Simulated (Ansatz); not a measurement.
The reference is PbSe in the rock salt structure (space group Fm-3m, No. 225; a = 6.1777 Å).

Computed with Ansatz (a program for electronic structure) r2SCAN, no spin-orbit coupling, earlier PAW set.

For the base:

| Quantity | Value |
|---|---|
| Width of the top valence band | 3.19 eV |
| Hole mass | 0.25 mₑ along k, 0.11 mₑ across (at L) |

One thing is altered: every Se is replaced by Te, then cell and atoms are relaxed.

Task: How does this affect the width of the top valence band and hole mass?

Result: The width of the top valence band falls by 0.43 eV, from 3.19 eV to 2.76 eV; the hole mass becomes 0.57 mₑ along k, 0.088 mₑ across (at L) (base: 0.25 mₑ along k, 0.11 mₑ across (at L)).

With Pb and Te present, leaving out spin-orbit coupling can change the band edges. The levels and masses belong to the bands next to the band gap. Masses are band curvatures over ±0.01 Å⁻¹ around the edge. Along k means along the line from Γ to the band edge. Stability against distortions was not tested.
